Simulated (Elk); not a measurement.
A self-consistent single point of SnSe2 (P-3m1, 3 atoms in the cell) with Elk.

Level of theory: PBEsol, all-electron FP-LAPW, Elk's shipped species files, APW+lo basis with extra local orbitals (Elk).

```xyz
3
Lattice="3.8258 0.0000 0.0000 -1.9129 3.3132 0.0000 0.0000 0.0000 6.4586" Properties=species:S:1:pos:R:3 pbc="T T T"
Sn     0.0000     0.0000     0.0000
Se     1.9129     1.1044     4.8898
Se     0.0000     2.2088     1.5688
```

Reference input (self-consistent single point, DFT, PBE, all-electron FP-LAPW, Elk's shipped species files, APW+lo basis with extra local orbitals): xctype = 20; rgkmax = 8; stype = 0; swidth = 0.0001 Ha; ngridk = 7 7 4; tforce = true; gmaxvr = 18 1/bohr; lmaxapw = 10; lmaxo = 8; nxlo = 2; lorbcnd = true; lradstp = 2. This run's input differs from it in these lines:

```diff
@@ -4,3 +4,3 @@
 xctype
-  20
+  22
```

The program printed (abridged):

```
│ Self-consistent loop started │
│ Loop number : 1 │
 total energy                :     -11044.0794728
│ Loop number : 2 │
 total energy                :     -11044.5858757
RMS change in Kohn-Sham potential (target) :   0.1105055044     (  0.1000000000E-05)
Absolute change in total energy (target)   :   0.5064028917     (  0.1000000000E-03)
│ Loop number : 3 │
 total energy                :     -11044.6317221
RMS change in Kohn-Sham potential (target) :   0.1105518123     (  0.1000000000E-05)
Absolute change in total energy (target)   :   0.1724471008     (  0.1000000000E-03)
│ Loop number : 4 │
   [... lines left out ...]
Absolute change in total energy (target)   :   0.3882433721E-03 (  0.1000000000E-03)
│ Loop number : 19 │
 total energy                :     -11033.6022078
RMS change in Kohn-Sham potential (target) :   0.4790779419E-06 (  0.1000000000E-05)
Absolute change in total energy (target)   :   0.2239815512E-03 (  0.1000000000E-03)
│ Loop number : 20 │
 total energy                :     -11033.6021935
RMS change in Kohn-Sham potential (target) :   0.1376291140E-06 (  0.1000000000E-05)
Absolute change in total energy (target)   :   0.4169951171E-04 (  0.1000000000E-03)
Convergence targets achieved

│ Loop number : 21 │

Energies :
 Fermi                       :     0.152693904895
 total energy                :     -11033.6021826

Density of states at Fermi energy :   0.8609883735E-05
 (states/Hartree/unit cell)

Estimated indirect band gap :   0.2809809469E-01
 from k-point     10 to k-point     13
Estimated direct band gap   :   0.4189067131E-01
 at k-point     13

Charges :
 core                        :    66.00000000
 valence                     :    52.00000000
 interstitial                :    5.795250828
 muffin-tins (core leakage)
  species :    1 (Sn)
   atom    1                 :    47.83310266     (  0.1246511903E-03)
  species :    2 (Se)
   atom    1                 :    32.18582325     (  0.1105701401E-03)
   atom    2                 :    32.18582325     (  0.1105701401E-03)
   [... lines left out ...]
   total force               :    -0.00000000    0.00000000   -0.00094708
   total magnitude           :     0.00094708
  atom :    2
   Hellmann-Feynman          :     0.00000000    0.00000000    0.41919833
   IBS                       :    -0.00000000   -0.00000000   -0.41825125
   total force               :     0.00000000   -0.00000000    0.00094708
   total magnitude           :     0.00094708
```

The run converged in 21 iterations. The count includes the last loop, which Elk runs after its targets are met. Against the reference run the largest force goes from 0.240 to 0.049 eV/Å and the gap on the mesh goes from 0.833 to 0.765 eV. The full log also holds: “Warning(occupy): minimum eigenvalue less than minimum linearisation energy : -9.776884208 -5.199300000”.

The starting cell comes from a database of computed structures (which also holds hypothetical and non-ambient phases and stackings), without a prior relaxation at this level. Its lattice was rescaled by a random factor within 2.5 % of one. Values depend on the basis (sphere radii, cutoffs, local orbitals), which need not be converged.
